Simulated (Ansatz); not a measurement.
Functionals compared on F on the 1x1 (0001) surface of corundum (cut with top plane Al), one in a 1x1 cell, started at the site 'top Al', in Ansatz (plane waves, PAW). The structure was relaxed with PBE; the other rows are single points on it, each with its references at the same level. Cutoff 420 eV (500 eV for r2SCAN). The points keep PBE's geometry, so the relaxation of a polaron and the settling of charge on one site are left out.

Host crystal: corundum, with a band gap (PBE, scalar-relativistic without spin-orbit coupling).

Set-up: 21 atoms, 6.7 Å thick at the start under the adsorbate (thin: gaps and levels are the slab's own); mesh 6x6x1; 0.01 eV smearing; dipole correction on; 9 atoms held, the rest relaxed; symmetry of the start imposed; spin-polarised, ending with about 1.0 μB a cell, a value that depends on the mesh; orders that need a larger cell were not tried, no spin-orbit, no U, no dispersion correction. The slab shows no gap over 0.04 eV on its mesh. At the end it is bonded to Al. In PBE it is, or lies within 0.03 eV of, the lowest of the starts that converged. These notes are the PBE run's. r2SCAN: The program's check for a lower electronic state was not made. Adsorption energies are against ½ F2(g). A negative adsorption energy means that the adsorbate is more stable on the surface than in its reference.

| functional | adsorption energy (eV) | work function of the top face (eV) | rough cost of the single point |
|---|---|---|---|
| PBE | -2.24 | 9.93 | – |
| RPBE | -2.25 | 9.81 | about 4 core-minutes (a rough figure) |
| r2SCAN | … | … | very roughly 7 core-minutes |

**Question.** Some entries are withheld; supply them.

**Answer.** 
- r2SCAN, adsorption energy (eV): -2.21
- r2SCAN, work function of the top face (eV): 10.28

Ansatz is a first-principles code.
